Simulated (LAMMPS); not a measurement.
LAMMPS 22 Jul 2025, classical MD, SNAP (Ni_Zuo_JPCA2020.snapcoeff): Ni, 2048 atoms.

| Item | Value |
|---|---|
| task | MD, nve |
| potential | SNAP, Ni_Zuo_JPCA2020.snapcoeff Ni_Zuo_JPCA2020.snapparam |
| copies of the repeat unit | 8×8×8 |
| shape (slab and sphere leave vacuum in the box) | bulk |
| temperature | 800 K |
| steps | 300 |
| timestep | 1 fs |
| neighbor skin | 2 Å |
| neigh_modify | every 1 delay 0 check yes |
| thermo | 100 |
| newton | on (default) |
| atom_modify sort (bins of 2 Å where set) | 1000 (default) |
| comm_style | brick (default) |
| box | 28.2 × 28.2 × 28.2 Å |
| start | generated fcc lattice, warmed in an untimed run |
| compared values | energy and forces of the first step, drift over the run |

Machine: one whole node, Arm Neoverse V2, 96 cores on 1 socket, no SMT, 1 L3 cache group.

Wall times, medians of two to five repeats, each run alone on the node (launch to exit). Unless noted, each process is bound to its own block of adjacent cores. The build: PyPI wheel: MPICH, OPENMP and OPT packages; another build can shift the numbers. Scratch files lie in a memory file system. A preparatory run goes ahead and isn't timed.

Started as
```bash
# ahead of the timed run: OMP_NUM_THREADS=1 mpirun -np 48 lmp -in in.warm -log none -nocite
OMP_NUM_THREADS=1 mpirun -np 32 lmp -in in.lmp -log log.lammps -nocite
```
(32 ranks, thermo = 100) it takes 2.9 s and 0 neighbour list builds.

### Question
How long does it take after this change: thermo = 1?

### Answer
About 4.4 s (3 runs within 1 %): 1.5× as long. The largest move is in pair forces (Pair): 2.5 s to 3.9 s. Change in the result: energy equal as printed, forces on 48 atoms equal as printed, drift of the total energy equal as printed.
